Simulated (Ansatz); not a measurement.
TiO2 under a change: uniaxial strain ε_zz = +1.20 %

The parent structure is TiO2 in the rutile structure (space group P4_2/mnm, No. 136; a = 4.5912 Å, c = 2.9390 Å). Axes: x, y, z lie along a, b, c of the conventional cell.

It is then changed as follows: uniaxial strain ε_zz = +1.20 %, all other strain components held at zero; the atoms relax in the strained cell.

Computed with plane-wave PAW DFT at the PBEsol level (Ansatz, a quantum-chemistry and plane-wave program, 420 eV), no spin-orbit coupling. k-mesh 7×7×11 (Γ-centred); smearing 0.05 eV (Fermi–Dirac).

The volume per atom increases by 0.12 Å³ (10.33 Å³ → 10.45 Å³) and the energy increases by 2.3 meV/atom. The pressure (mean of the normal stresses, compression positive) goes from zero to -3.20 GPa and the band gap falls by 0.03 eV to 1.84 eV. The gap character stays direct at Γ and the electron mass changes from 0.54 mₑ along c, 1.1 mₑ across (at Γ) to 0.56 mₑ along z, 1.1 mₑ across (at Γ). The valence-band top at Γ (three highest levels, from the VBM) remains 0.00, -0.45, -0.45 eV and the stress (xx, yy, zz, yz, xz, xy; compression positive) is (-1.90, -1.90, -5.79, 0.00, 0.00, 0.00) GPa.

Effective masses come from finite differences of ±0.01 Å⁻¹. Stability against distortions was not tested. All final runs are without spin polarisation.
